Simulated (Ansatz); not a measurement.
Structures of equal composition on the (111) surface of fcc Rh: a layer of Zn in place of the second plane; a layer of Zn in place of the third plane. The slabs share one bottom face, and each structure is named by its start. These are constructed structures in small cells; real faces may alloy, dewet or reconstruct in larger ones, and not all known structures of the face are among them. Slabs of about 11 Å, Fermi-Dirac smearing of 0.1 eV. Bottom of the slabs: a bare face, its two planes held. Relaxed from the named starts with such symmetry as they have, on meshes of like density; energies extrapolated to zero smearing; spin only where a row says so; no spin-orbit coupling, no U. Brackets mark spin-polarised runs, whose order is one that fits the cell.

Computed with PBE (plane waves to 420 eV, PAW; Ansatz, a program for electronic structure).

### Question
Order them by energy per 1x1 cell (lowest first) at the level PBE.

### Answer
a layer of Zn in place of the second plane (0.000 eV), a layer of Zn in place of the third plane (0.201 eV)
